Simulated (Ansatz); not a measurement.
Amorphous Si$_{30}$N$_{41}$Al, 72 atoms at 2.96 g/cm³, one PBE-relaxed geometry, zone centre. Methods: PBE, scalar-relativistic without spin-orbit coupling (Ansatz, a first-principles code); r2SCAN, scalar-relativistic without spin-orbit coupling (Ansatz); HSE06, scalar-relativistic without spin-orbit coupling (Ansatz). Plane waves to 420 eV (r2SCAN 500 eV); exact exchange is cut at the cell's faces. At PBE the levels at the filled edge of the gap are localised (band-tail or defect states), and the nearest spread-out levels lie 3.2 eV apart at the zone centre. All rungs ran without spin polarisation.

A CHGNet melt-quench gave the starting glass, which DFT then relaxed. N atoms were pushed apart under 1.9 Å during the dynamics, to hinder bonds among them. The hot cell started wider than the set density and was brought back towards it in steps. It is the lowest in DFT energy of 2 quenches. It is a model cell: composition and starting density were chosen by hand, and all elements were melted together. No dispersion term was used. Its density started from a set value of 2.96 and ended at 2.96 g/cm³. Cooling (nominally 300 K/ps over its main leg) ran many orders faster than in experiment, which tends to leave more defects and strain. One small periodic cell is one sample of the glass; other quenches scatter about these values. The volume was held where the preparation left it and the shape relaxed, at a PBE pressure of -2.2 GPa (tension). Stress components on the final sampling reach 2.3 GPa.

The relaxation ran on the zone centre alone. At PBE the level gap is 2.54 eV on a 2×2×2 Γ-centred mesh, and the spacing at the zone centre alone 2.55 eV.

Question: What zone-centre spacing does r2SCAN give, roughly?

Answer: 3.02 eV (+0.46 eV against PBE).

Question: What zone-centre spacing does HSE06 give, roughly?

Answer: 3.94 eV (+1.38 eV against PBE).

The highest filled and the lowest empty state spread over these numbers of atoms (participation numbers): PBE: 7.3 and 32.8; r2SCAN: 7.1 and 33.4; HSE06: 7.1 and 30.8.
